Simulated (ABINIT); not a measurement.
ABINIT run on AlN (P6_3mc, 4 atoms in the cell): self-consistent single point.

Method: PBE, PAW (JTH v2.0 PBE PAW) (plane waves; ABINIT 10.0.3).

The change in words: lattice scaled by 0.98. Reference geometry:
```
AlN
1.0
    3.12859     0.00000     0.00000
   -1.56429     2.70944     0.00000
    0.00000     0.00000     5.01696
Al N
2 2
Direct
  0.66667   0.33333   0.49929
  0.33333   0.66667   0.99929
  0.66667   0.33333   0.88071
  0.33333   0.66667   0.38071
```

Reference input (self-consistent single point, DFT, PBE, plane waves, PAW (JTH v2.0 PBE PAW)): pseudos = [Al.GGA_PBE-JTH.xml, N.GGA_PBE-JTH.xml]; ecut = 26 Ha; pawecutdg = 52 Ha; pawxcdev = 0; occopt = 3; tsmear = 0.00073499 Ha; ngkpt = 10 10 6; nshiftk = 1; shiftk = 0 0 0; potentials = JTH v2.0 PBE PAW; nband = 13; kptopt = 1. This run's input differs from it in these lines:

```diff
@@ -5,5 +5,5 @@
 rprim
-         3.1285897587    0.0000000560    0.0000000000
-        -1.5642949278    2.7094381810    0.0000000000
-         0.0000000000    0.0000000000    5.0169600000
+         3.0660177249    0.0000000638    0.0000000000
+        -1.5330089177    2.6552492063    0.0000000000
+         0.0000000000    0.0000000000    4.9166210000
 natom 4
```

Log, with long lists cut:

```
--- !BeginCycle
solver: {iscf: 17, nstep: 60, nline: 4, wfoptalg: 10, }
tolerances: {tolvrs: 1.00E-12, }
...

     iter   Etot(hartree)      deltaE(h)  residm     nres2
 ETOT  1  -24.613072100214    -2.461E+01 1.001E-01 7.659E+01
 ETOT  2  -24.484340947854     1.287E-01 1.579E-02 1.821E+01
 ETOT  3  -24.467135050025     1.721E-02 2.081E-03 1.649E+00
 ETOT  4  -24.467364745116    -2.297E-04 6.214E-04 4.547E-02
 ETOT  5  -24.467344330493     2.041E-05 1.319E-04 2.583E-03
   [... 5 lines left out ...]
 ETOT 11  -24.467358023480     1.659E-11 2.020E-05 1.127E-09
 ETOT 12  -24.467358023479     8.100E-13 2.954E-05 6.769E-11
 ETOT 13  -24.467358023479     3.340E-13 1.373E-05 1.621E-12
 ETOT 14  -24.467358023478     4.725E-13 1.983E-05 6.601E-13
 At SCF step   14       nres2   =  6.60E-13 < tolvrs=  1.00E-12 =>converged.

 Cartesian components of stress tensor (hartree/bohr^3)
  sigma(1 1)= -4.90889390E-04  sigma(3 2)=  0.00000000E+00
  sigma(2 2)= -4.90889390E-04  sigma(3 1)=  0.00000000E+00
  sigma(3 3)= -4.56728850E-04  sigma(2 1)=  0.00000000E+00

 ----iterations are completed or convergence reached----

 reduced coordinates (array xred) for    4 atoms
       0.666666666667      0.333333333333      0.499290000000
       0.333333333333      0.666666666667      0.999290000000
       0.666666666667      0.333333333333      0.880710000000
       0.333333333333      0.666666666667      0.380710000000
 cartesian forces (eV/Angstrom) at end:
    1     -0.00000000000000    -0.00000000000000    -0.02411465570717
   [... lines left out ...]
 Fermi (or HOMO) energy (hartree) =   0.36064   Average Vxc (hartree)=  -0.39872
   [... lines left out ...]
'-kT*entropy'       :  5.01759553343238E-16
total_energy        : -2.44673582709303E+01
total_energy_eV     : -6.65790677950431E+02
...

-Cartesian components of stress tensor (GPa)         [Pressure=  1.4107E+01 GPa]
- sigma(1 1)= -1.44424621E+01  sigma(3 2)=  0.00000000E+00
- sigma(2 2)= -1.44424621E+01  sigma(3 1)=  0.00000000E+00
- sigma(3 3)= -1.34374244E+01  sigma(2 1)=  0.00000000E+00

 Calculation completed.
```

The run converged in 14 iterations. Against the reference run the free energy goes up by 27.8 meV/atom, the pressure goes from 0.64 to 14.11 GPa, the largest force goes from 0.004 to 0.024 eV/Å and the gap on the mesh goes from 4.038 to 4.572 eV.

The starting cell comes from a database of computed structures (which also holds hypothetical and non-ambient phases and stackings), without a prior relaxation at this level. For this run, on top of that: lattice scaled by 0.98. With a pressure of about 14 GPa the cell is away from its equilibrium volume at this level.

Cost on one core of a shared machine: roughly 2 min.
